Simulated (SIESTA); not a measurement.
**Worked example: self-consistent single point of Mg (R-3m, 3 atoms in the cell) in SIESTA**

Level of theory: SIESTA 5.4.2 with LDA PW92, numerical atomic orbitals TZP, PseudoDojo LDA standard norm-conserving potentials (rewritten from UPF to PSML).

This input was run:

```
# files in the folder: Mg.psml (PseudoDojo LDA standard)
SystemName  Mg
SystemLabel mg

NumberOfAtoms                3
NumberOfSpecies              1
%block ChemicalSpeciesLabel
  1 12 Mg
%endblock ChemicalSpeciesLabel
LatticeConstant              7.892710 Ang
%block LatticeVectors
     0.201187805    0.116155794    0.972641463
    -0.201187805    0.116155794    0.972641463
     0.000000000   -0.232311715    0.972641463
%endblock LatticeVectors
AtomicCoordinatesFormat      Bohr
%block AtomicCoordinatesAndAtomicSpecies
     0.000000000    0.000000000    0.000000000  1
    -0.000000000   -0.000000419    9.658750121  1
     0.000000000   -0.000001470   33.862268029  1
%endblock AtomicCoordinatesAndAtomicSpecies

XC.functional                LDA
XC.authors                   PW92
PAO.BasisSize                TZP
PAO.EnergyShift              0.01 Ry
MeshCutoff                   300 Ry
%block kgrid.MonkhorstPack
   10   0   0  0.0
    0  10   0  0.0
    0   0  10  0.0
%endblock kgrid.MonkhorstPack
OccupationFunction           MP
OccupationMPOrder            0
ElectronicTemperature        100.0 meV

MaxSCFIterations             150
SCF.Mixer.Method             Pulay
SCF.Mixer.Weight             0.1
SCF.Mixer.History            8
SCF.DM.Tolerance             1.0E-05
Diag.ParallelOverK           true
WriteForces                  true
```

The program printed (abridged):

```
reinit: Reading from file input.fdf

reinit: System Name: Mg
reinit: System Label: mg

coor:   Atomic-coordinates input format  =     Cartesian coordinates
coor:                                            (in Bohr units)

siesta: Atomic coordinates (Bohr) and species
siesta:      0.00000   0.00000   0.00000  1        1
siesta:     -0.00000  -0.00000   9.65875  1        2
siesta:      0.00000  -0.00000  33.86227  1        3

siesta: System type = bulk

initatomlists: Number of atoms, orbitals, and projectors:      3    30    24

siesta: ******************** Simulation parameters ****************************
redata: Spin configuration                          = none
redata: Time-Reversal Symmetry                      = T
redata: Number of Atomic Species                    =        1
redata: Mesh Cutoff                                 =   300.0000 Ry
redata: Net charge of the system                    =     0.0000 |e|
redata: Min. number of SCF Iter                     =        0
redata: Max. number of SCF Iter                     =      150
redata: SCF convergence failure will abort job
redata: SCF mix quantity                            = Hamiltonian
redata: Mix DM or H after convergence               =   F
redata: Recompute H after scf cycle                 =   F
redata: Mix DM in first SCF step                    =   T
redata: No kicks to SCF
redata: DM Mixing Weight for Kicks                  =     0.5000
redata: Require Harris convergence for SCF          =   F
redata: Harris energy tolerance for SCF             =     0.000100 eV
redata: Require DM convergence for SCF              =   T
redata: DM tolerance for SCF                        =     0.000010
redata: Require EDM convergence for SCF             =   F
redata: EDM tolerance for SCF                       =     0.001000 eV
redata: Require H convergence for SCF               =   T
redata: Hamiltonian tolerance for SCF               =     0.001000 eV
redata: Require (free) Energy convergence for SCF   =   F
redata: (free) Energy tolerance for SCF             =     0.000100 eV
redata: Using DFT-D3 dispersion                     =   F
redata: Using Saved Data (generic)                  =   F
redata: Method of Calculation                       = Diagonalization
redata: Electronic Temperature                      =  1160.4518 K
redata: Number of TDED substeps                     =        3
redata: Dynamics option                             = Single-point calculation
redata: Save all siesta data in one NC              =   F
redata: ***********************************************************************

%block SCF.Mixers
  Pulay
%endblock SCF.Mixers

%block SCF.Mixer.Pulay
  # Mixing method
  method pulay
  variant stable

  # Mixing options
  weight 0.1000
  weight.linear 0.1000
  history 8
%endblock SCF.Mixer.Pulay

DM_history_depth set to one: no extrapolation allowed by default for geometry relaxation
Size of DM history Fstack: 1
Total number of electrons:    30.000000
Total ionic charge:    30.000000

* ProcessorY, Blocksize:    1  31

* Orbital distribution balance (max,min):    30    30

k-point displ. along   1 input, could be:     0.00    0.50
k-point displ. along   2 input, could be:     0.00    0.50
k-point displ. along   3 input, could be:     0.00    0.50
 Kpoints in:          600 . Kpoints trimmed:          560

siesta: k-grid: Number of k-points = 560
siesta: k-points from Monkhorst-Pack grid
siesta: k-cutoff (effective) =    15.879 Ang
siesta: k-point supercell and displacements
siesta: k-grid:    10     0     0      0.000
siesta: k-grid:     0    10     0      0.000
siesta: k-grid:     0     0    10      0.000

diag: Algorithm                                     = D&C
diag: Parallel over k                               =   F
diag: Use parallel 2D distribution                  =   F
diag: Parallel block-size                           = 31
diag: Parallel distribution                         =     1 x     1
diag: Used triangular part                          = Lower
diag: Absolute tolerance                            =  0.100E-15
diag: Orthogonalization factor                      =  0.100E-05
diag: Memory factor                                 =  1.0000

superc: Internal auxiliary supercell:     7 x     7 x     7  =     343
superc: Number of atoms, orbitals, and projectors:   1029  10290   8232

                        Single-point calculation

superc: Internal auxiliary supercell:     7 x     7 x     7  =     343
superc: Number of atoms, orbitals, and projectors:   1029  10290   8232

outcell: Unit cell vectors (Ang):
        1.587917    0.916784    7.676777
       -1.587917    0.916784    7.676777
        0.000000   -1.833569    7.676777

outcell: Cell vector modules (Ang)   :    7.892710    7.892710    7.892711
outcell: Cell angles (23,13,12) (deg):     23.2129     23.2129     23.2129
outcell: Cell volume (Ang**3)        :     67.0541
new_DM -- step:     1
Initializing Density Matrix...

Attempting to read DM from file... Failed...
DM filled with atomic data:

InitMesh: MESH = 80 x 80 x 80 = 512000
InitMesh: Mesh cutoff (required, used) =   300.000   300.140 Ry

stepf: Methfessel-Paxton step function
       Using Hermite-Gauss polynomials of order  0

        iscf     Eharris(eV)        E_KS(eV)     FreeEng(eV)     dDmax    Ef(eV) dHmax(eV)
   scf:    1    -4830.700737    -4836.429354    -4836.437391  0.941549 -2.914882  3.346809
   scf:    2    -4836.467911    -4836.448724    -4836.456785  0.021835 -2.926615  2.954719
   scf:    3    -4836.574818    -4836.516183    -4836.524402  0.142100 -3.018124  0.146315
   scf:    4    -4836.516828    -4836.516708    -4836.524922  0.004852 -3.020587  0.019209
   scf:    5    -4836.516691    -4836.516703    -4836.524914  0.003742 -3.019659  0.056785
   scf:    6    -4836.516720    -4836.516714    -4836.524928  0.002844 -3.023149  0.021565
   scf:    7    -4836.516723    -4836.516719    -4836.524932  0.001054 -3.022835  0.000905
mix: Pulay -- inversion failed, > SVD [rank/size] 4 / 6
   scf:    8    -4836.516719    -4836.516719    -4836.524932  0.000046 -3.022849  0.000032
mix: Pulay -- inversion failed, > SVD [rank/size] 4 / 7
   scf:    9    -4836.516719    -4836.516719    -4836.524932  0.000000 -3.022849  0.000025

SCF Convergence by DM+H criterion
max |DM_out - DM_in|         :     0.0000003829
max |H_out - H_in|      (eV) :     0.0000250702
SCF cycle converged after 9 iterations

Using DM_out to compute the final energy and forces

siesta: E_KS(eV) =            -4836.5167

siesta: E_KS - E_eggbox =     -4836.5167

siesta: Atomic forces (eV/Ang):
     1    0.000000    0.000000   -0.000000
     2    0.000000    0.000000    0.037643
     3    0.000000   -0.000000   -0.037643
   Tot    0.000000   -0.000000   -0.000000
   Max    0.037643
   Res    0.017745    sqrt( Sum f_i^2 / 3N )
   Max    0.037643    constrained

Stress tensor Voigt[x,y,z,yz,xz,xy] (kbar):       13.38       13.38       -8.68       -0.00       -0.00        0.00
(Free)E + p*V (eV/cell)    -4836.7770
Target enthalpy (eV/cell)    -4836.5249

siesta: Program's energy decomposition (eV):
siesta: Ebs     =     -1345.932808
siesta: Eions   =      5900.632870
siesta: Ena     =       388.284164
siesta: Ekin    =      2747.000339
siesta: Enl     =     -1475.383451
siesta: Eso     =         0.000000
siesta: Edftu   =         0.000000
siesta: DEna    =        28.778775
siesta: DUscf   =         0.809062
siesta: DUext   =         0.000000
siesta: Ex      =      -571.271516
siesta: Ec      =       -54.101221
siesta: Exc     =      -625.372737
siesta: Eharris =     -4836.516719
siesta: Etot    =     -4836.516719
siesta: FreeEng =     -4836.524932

siesta: Stress tensor (static) (eV/Ang**3):
siesta:     0.008348    0.000000    0.000000
siesta:     0.000000    0.008348   -0.000000
siesta:    -0.000000   -0.000000   -0.005418

siesta: Cell volume =         67.054072 Ang**3

siesta: Pressure (static):
siesta:                Solid            Molecule  Units
siesta:          -0.00004095         -0.00001484  Ry/Bohr**3
siesta:          -0.00375964         -0.00136293  eV/Ang**3
siesta:          -6.02360147         -2.18365319  kBar
```

The run converged in 9 iterations.

The starting cell comes from a database of computed structures (which also holds hypothetical and non-ambient phases and stackings), without a prior relaxation at this level. Its lattice was rescaled by up to half a per cent. Values carry the incompleteness of an atom-centred basis.

Cost on one core of a shared machine: roughly 50 s.
